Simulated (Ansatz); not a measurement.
A constructed model of the (111)A surface of zinc-blende GaAs (in the relaxation 1 As–As bonds broke), Ga-terminated, 2x2 As adatom at T4 (bottom of the slab: 3 H on 4 bottom sites)

These are r2SCAN, at the PBE geometry (plane waves to 500 eV, PAW; Ansatz, an electronic-structure program) values and carry that method's errors.

Model: 36-atom slab, 14.0 Å thick at the start with caps and adatoms (thin: gaps and levels are the slab's own), 3x3x1 mesh, Fermi-Dirac 0.025 eV, dipole correction, single point; on the structure that PBE left under its start's symmetry; no spin, no spin-orbit, no U. In PBE it lies 0.03 eV a 1x1 cell over the lowest computed structure of the same composition (2x2 As adatom at H3).

The gap of the slab on its k-mesh comes out as 0.54 eV and the highest filled level below the top vacuum level is 5.18 eV. The cost is very roughly 5 core-minutes.
